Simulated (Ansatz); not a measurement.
# Hypothetical rock salt SnC, thickness series

The parent structure is SnC in the rock salt structure (space group Fm-3m, No. 225; a hypothetical phase, not in the database extracts checked).

```
SnC
1.0
    0.00000     2.37240     2.37240
    2.37240     0.00000     2.37240
    2.37240     2.37240     0.00000
C Sn
1 1
Direct
  0.00000   0.00000   0.00000
  0.50000   0.50000   0.50000
```

Cartesian axes are those of the cell as printed.

Free-standing slabs (2 atom(s) a layer) normal to the z axis with 15 Å of vacuum; in-plane cell held at bulk.

Level of theory: PBEsol (Ansatz, a quantum-chemistry and plane-wave program), spin-orbit coupling left out.

Notes on the quantities. excess energy per area of both faces: slab less bulk energy over the cell's area: twice a surface energy; uncertain by up to 0.2 J/m²; layer's space group: with vacuum.

| change | excess energy per area of both faces | layer's space group | thickness between the outermost nuclei |
|---|---|---|---|
| 1 layer | – | P4/mmm (No. 123) | – |
| 2 layers | 1.88 J/m² | P4/nmm (No. 129) | 2.34 Å |
| 3 layers | 1.8 J/m² | P4/mmm (No. 123) | 4.72 Å |
| 4 layers | 1.6 J/m² | P4/nmm (No. 129) | 7.06 Å |
| 5 layers | 1.7 J/m² | P4/mmm (No. 123) | 9.43 Å |
| 6 layers | 1.7 J/m² | P4/nmm (No. 129) | 11.78 Å |
| 7 layers | 1.7 J/m² | P4/mmm (No. 123) | 14.19 Å |

The excess energy carries the mismatch between the slab's and the bulk's meshes. Stability against distortions was not tested. All final runs are without spin polarisation.
